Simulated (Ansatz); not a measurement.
Take GaP in the zinc blende structure (space group F-43m, No. 216; a = 5.451 Å) as the base. Axes: x, y, z lie along the cube axes.

Level of theory: Ansatz (a program for electronic structure) r2SCAN, without spin-orbit coupling.

Strains are applied to the cell and any free atomic positions relax.

One change was made to it. Results:

```json
[
 {"quantity": "band gap", "base": "1.85 eV", "after": "1.49 eV"},
 {"quantity": "energy relative to the base (free energy F)", "base": "0 meV/atom", "after": "+7.4 meV/atom"}
]
```

**Question.** Name the change that was made.
A) tensor shear ε_xy = +1.71 %
B) tensor shear ε_xy = +0.29 %
C) tensor shear ε_xy = +2.00 %

**Answer.** C, tensor shear ε_xy = +2.00 %. For comparison, the band gap in the other runs: tensor shear ε_xy = +0.29 % gives 1.83 eV; tensor shear ε_xy = +1.71 % gives 1.56 eV.

Whether these cells are dynamically stable was not tested.
